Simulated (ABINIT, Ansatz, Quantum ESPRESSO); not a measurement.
**Code comparison for C (Fd-3m, 2 atoms in the cell)**

Relaxation of cell and atoms.

```xyz
2
Lattice="0.0000 1.7554 1.7554 1.7554 0.0000 1.7554 1.7554 1.7554 0.0000" Properties=species:S:1:pos:R:3 pbc="T T T"
C      1.7554     1.7554     1.7554
C      2.6332     2.6332     2.6332
```

Shared settings, as Ansatz (an electronic-structure program) writes them: kpoints.mp_grid.grid = 13 13 13; scf.occupations.method = fermi_dirac; scf.occupations.width = 0.05 eV. Potentials and cutoffs stand in the table.

```
code                                                                                 model  final volume (Å³/atom)  gap on the mesh (eV)   cutoff
----------------  ------------------------------------------------------------------------  ----------------------  --------------------  -------
Quantum ESPRESSO           PBE, PseudoDojo standard norm-conserving (PBE) pseudopotentials                    5.70                 4.189    85 Ry
ABINIT            PBE, norm-conserving pseudopotentials (PseudoDojo nc-sr-05 PBE standard)                    5.70                 4.188    82 Ry
Ansatz                                                              PBE, default PAW files                    5.69                 4.141  default
```

Gaps are read on the mesh.

The spread over the programs that give each value: final volume within 0.01 Å³/atom; gap on the mesh within 0.048 eV.

The programs treat the finite-basis stress differently while the cell relaxes: Ansatz adds an estimate of it, ABINIT smooths its cutoff (ecutsm).

The starting cell comes from a database of computed structures (which also holds hypothetical and non-ambient phases and stackings), without a prior relaxation at this level. Its lattice was rescaled by a random factor within 2.5 % of one.

Left out of this page: GPAW (not drawn, or without a comparable value); SIESTA (failed or unconverged).

Keys are those of Ansatz 0.2.
